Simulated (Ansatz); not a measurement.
# Ca, response to strain

Base system: Ca in the fcc (Cu type) structure (space group Fm-3m, No. 225; a = 5.527 Å; relaxed with 0.1 eV smearing).

Strains are applied to the cell and any free atomic positions relax.

Calculations: PBE (Ansatz, a first-principles code, PAW, without spin-orbit coupling).

Candidates:
(a) isotropic strain +1.50 %
(b) isotropic strain +2.50 %
(c) isotropic strain −3.00 %
(d) isotropic strain −2.00 %

Notes on the quantities. energy relative to the base: free energy F.

Task: Order them by energy relative to the base, highest first.

Result: (c) isotropic strain −3.00 % (+20 meV/atom), (b) isotropic strain +2.50 % (+12 meV/atom), (d) isotropic strain −2.00 % (+8.8 meV/atom), (a) isotropic strain +1.50 % (+4.4 meV/atom)

Whether these cells are dynamically stable was not tested.
